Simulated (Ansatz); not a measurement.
Start from ZnS in the zinc blende structure (space group F-43m, No. 216; a = 5.390 Å). Axes: x, y, z lie along the cube axes.

One thing is altered: uniaxial stress, 1 GPa compression along z; all other stress components relax to zero.

Levels (all Ansatz, a program for electronic structure, PAW, earlier PAW set): r2SCAN (500 eV, no spin-orbit coupling); HSE06+SOC (420 eV, with spin-orbit coupling).

The geometry is relaxed with r2SCAN.

- r2SCAN valence-band top at Γ: 0.00, -0.08, -0.08 eV
- r2SCAN lowest conduction level above the VBM at special points: Γ 2.66 eV; M 3.56 eV; X 3.69 eV

Question: What does HSE06+SOC give at this geometry for the valence-band top at Γ and lowest conduction level above the VBM at special points?

Answer: The valence-band top at Γ (three highest Kramers pairs, from the VBM) goes from 0.00, -0.08, -0.08 eV to 0.00, -0.07, -0.13 eV; the lowest conduction level above the VBM at special points becomes Γ 3.32 eV; M 4.21 eV; X 4.33 eV (r2SCAN: Γ 2.66 eV; M 3.56 eV; X 3.69 eV).

Single points use the geometry relaxed with r2SCAN. Differences between runs with and without spin-orbit coupling are approximate. The levels and masses belong to the bands next to the band gap. Load acts through the strain it causes; cell and atoms are relaxed under it. Stability under load was not tested beyond the relaxation. Labels are those of the standard path for the cell's own space group.
